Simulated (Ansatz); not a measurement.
Pressure series in hypothetical CdI2 type CeO2

Take CeO$_{2}$ in the CdI2 type structure (space group P-3m1, No. 164; a = 3.595 Å, c = 4.407 Å; a hypothetical phase, not in the database extracts checked) as the base.

Cell and atoms are relaxed at each pressure.

Method: Ansatz (a first-principles code) r2SCAN+rVV10, spin-orbit coupling left out, earlier PAW set.

```csv
case,band gap,lattice parameter a,smallest direct gap
base,2.48 eV,3.595 Å,2.63 eV
pressure −1 GPa,2.56 eV,3.602 Å,2.71 eV
pressure 0.3 GPa,2.47 eV,3.593 Å,2.62 eV
pressure 0.7 GPa,2.45 eV,3.591 Å,2.60 eV
pressure 1.5 GPa,2.41 eV,3.587 Å,2.56 eV
pressure 3 GPa,?,?,?
pressure 5 GPa,2.31 eV,3.572 Å,2.47 eV
pressure 7.5 GPa,2.27 eV,3.564 Å,2.42 eV
pressure 10 GPa,2.23 eV,3.556 Å,2.38 eV
```

### Question
Some entries are withheld; estimate them.

### Answer

- pressure 3 GPa, band gap: 2.36 eV
- pressure 3 GPa, lattice parameter a: 3.580 Å
- pressure 3 GPa, smallest direct gap: 2.52 eV

Load acts through the strain it causes; cell and atoms are relaxed under it. Stability against distortions was not tested. No other phases were tried under pressure. Seeded moments were not kept for the base. All final runs are without spin polarisation.
